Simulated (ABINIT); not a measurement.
## Worked example: self-consistent single point of InP (F-43m, 2 atoms in the cell) in ABINIT

Method: PBE, PAW (JTH v2.0 PBE PAW) (plane waves; ABINIT).

Input as run:

```
# InP, JTH v2.0 PBE PAW
pp_dirpath "./"
pseudos "In.GGA_PBE-JTH.xml, P.GGA_PBE-JTH.xml"
acell 3*1.0
rprim
         0.0000000000    5.6894343482    5.6894343482
         5.6894343482    0.0000000000    5.6894343482
         5.6894343482    5.6894343482    0.0000000000
natom 2
ntypat 2
znucl 49 15
typat 1 2
xred
         0.0000000000    0.0000000000    0.0000000000
         0.2500000000    0.2500000000    0.2500000000
ecut 21
pawecutdg 42
pawxcdev 0
ixc 11
occopt 3
tsmear 0.00036749
nband 14
kptopt 1
ngkpt 5 5 5
nshiftk 1
shiftk 0 0 0
nstep 80
tolvrs 1.0e-12
prtwf 0
prtden 0
```

Log, with long lists cut:

```
 Symmetries : space group F-4 3 m (#216); Bravais cF (face-center cubic)

 -outvars: echo values of preprocessed input variables --------
            acell      1.0000000000E+00  1.0000000000E+00  1.0000000000E+00 Bohr
             ecut      2.10000000E+01 Hartree
              ixc          11
         kptrlatt        5    0    0      0    5    0      0    0    5
          kptrlen      4.02303761E+01
            natom           2
            nband          14
            ngfft          36      36      36
          ngfftdg          48      48      48
             nkpt          10
            nstep          80
             nsym          24
           ntypat           2
           occopt           3
        pawecutdg      4.20000000E+01 Hartree
         pawxcdev           0
            rprim      0.0000000000E+00  5.6894343482E+00  5.6894343482E+00
                       5.6894343482E+00  0.0000000000E+00  5.6894343482E+00
                       5.6894343482E+00  5.6894343482E+00  0.0000000000E+00
          spgroup         216
           tolvrs      1.00000000E-12
           tsmear      3.67490000E-04 Hartree
            typat      1  2
           useylm           1
             xred      0.0000000000E+00  0.0000000000E+00  0.0000000000E+00
                       2.5000000000E-01  2.5000000000E-01  2.5000000000E-01
            znucl       49.00000   15.00000

== DATASET  1 ==================================================================

 Exchange-correlation functional for the present dataset will be:
  GGA: Perdew-Burke-Ernzerhof functional - ixc=11
 Citation for XC functional:
  J.P.Perdew, K.Burke, M.Ernzerhof, PRL 77, 3865 (1996)

 Real(R)+Recip(G) space primitive vectors, cartesian coordinates (Bohr,Bohr^-1):
 R(1)=  0.0000000  5.6894343  5.6894343  G(1)= -0.0878822  0.0878822  0.0878822
 R(2)=  5.6894343  0.0000000  5.6894343  G(2)=  0.0878822 -0.0878822  0.0878822
 R(3)=  5.6894343  5.6894343  0.0000000  G(3)=  0.0878822  0.0878822 -0.0878822
 Unit cell volume ucvol=  3.6833015E+02 bohr^3
 Angles (23,13,12)=  6.00000000E+01  6.00000000E+01  6.00000000E+01 degrees

 Coarse grid specifications (used for wave-functions):

 getcut: wavevector=  0.0000  0.0000  0.0000  ngfft=  36  36  36
         ecut(hartree)=     21.000   => boxcut(ratio)=   2.16892

 Fine grid specifications (used for densities):

 getcut: wavevector=  0.0000  0.0000  0.0000  ngfft=  48  48  48
         ecut(hartree)=     42.000   => boxcut(ratio)=   2.04488

   4.69646342E+02                                ecore*ucvol(ha*bohr**3)

_setup2: Arith. and geom. avg. npw (full set) are    1694.072    1694.062

--- !BeginCycle
solver: {iscf: 17, nstep: 80, nline: 4, wfoptalg: 10, }
tolerances: {tolvrs: 1.00E-12, }
...

     iter   Etot(hartree)      deltaE(h)  residm     nres2
 ETOT  1  -64.678646922967    -6.468E+01 8.646E-02 3.520E+00
 ETOT  2  -64.721357678376    -4.271E-02 3.350E-03 9.069E-01
 ETOT  3  -64.720962008772     3.957E-04 1.228E-03 1.892E-01
 ETOT  4  -64.720976044816    -1.404E-05 9.775E-04 8.793E-03
 ETOT  5  -64.721041857662    -6.581E-05 4.783E-04 7.448E-04
 ETOT  6  -64.721055924369    -1.407E-05 3.620E-04 5.450E-05
   [... 3 lines left out ...]
 ETOT 10  -64.721056279470    -1.607E-10 1.552E-05 2.998E-09
 ETOT 11  -64.721056279570    -1.005E-10 5.731E-06 7.463E-10
 ETOT 12  -64.721056279575    -4.775E-12 3.089E-06 8.331E-11
 ETOT 13  -64.721056279576    -7.248E-13 1.203E-06 1.269E-11
 ETOT 14  -64.721056279575     5.542E-13 6.234E-07 4.008E-13

 At SCF step   14       nres2   =  4.01E-13 < tolvrs=  1.00E-12 =>converged.

 Cartesian components of stress tensor (hartree/bohr^3)
  sigma(1 1)=  6.47008440E-05  sigma(3 2)=  0.00000000E+00
  sigma(2 2)=  6.47008440E-05  sigma(3 1)=  0.00000000E+00
  sigma(3 3)=  6.47008440E-05  sigma(2 1)=  0.00000000E+00

 ----iterations are completed or convergence reached----

 reduced coordinates (array xred) for    2 atoms
       0.000000000000      0.000000000000      0.000000000000
       0.250000000000      0.250000000000      0.250000000000
 cartesian forces (eV/Angstrom) at end:
    1      0.00000000000000     0.00000000000000    -0.00000000000000
    2     -0.00000000000000    -0.00000000000000     0.00000000000000
 frms,max,avg= 2.9125626E-28 4.5631087E-28   0.000E+00  0.000E+00  0.000E+00 e/A
 length scales=  1.000000000000  1.000000000000  1.000000000000 bohr
              =  0.529177208590  0.529177208590  0.529177208590 angstroms
 Fermi (or HOMO) energy (hartree) =   0.14802   Average Vxc (hartree)=  -0.32810
 Eigenvalues (hartree) for nkpt=  10  k points:
 kpt#   1, nband= 14, wtk=  0.00800, kpt=  0.0000  0.0000  0.0000 (reduced coord)
  -0.37410   -0.37410   -0.37410   -0.36993   -0.36993   -0.26121    0.14322    0.14322
   0.14322    0.15242    0.29238    0.29238    0.29238    0.44465
      occupation numbers for kpt#   1
   2.00000    2.00000    2.00000    2.00000    2.00000    2.00000    2.00000    2.00000
   2.00000    0.00001    0.00000    0.00000    0.00000    0.00000
 prteigrs : prtvol=0 or 1, do not print more k-points.

--- !EnergyTerms
comment             : Components of total free energy in Hartree
kinetic             :  1.64218458898793E+01
hartree             :  2.44942276846020E+01
xc                  : -9.78120310728025E+00
Ewald energy        : -4.36649259691393E+01
psp_core            :  1.27506896995433E+00
local_psp           : -6.64453429585057E+01
spherical_terms     :  1.29792730874779E+01
internal            : -6.47210564030118E+01
'-kT*entropy'       : -9.97901021004153E-10
total_energy        : -6.47210564040097E+01
total_energy_eV     : -1.76114950963422E+03
...

-Cartesian components of stress tensor (GPa)         [Pressure= -1.9036E+00 GPa]
- sigma(1 1)=  1.90356423E+00  sigma(3 2)=  0.00000000E+00
- sigma(2 2)=  1.90356423E+00  sigma(3 1)=  0.00000000E+00
- sigma(3 3)=  1.90356423E+00  sigma(2 1)=  0.00000000E+00

 Calculation completed.
```

The run converged in 14 iterations.

The starting cell comes from a database of computed structures (which also holds hypothetical and non-ambient phases and stackings), without a prior relaxation at this level. Its lattice was rescaled by a random factor within 2.5 % of one.
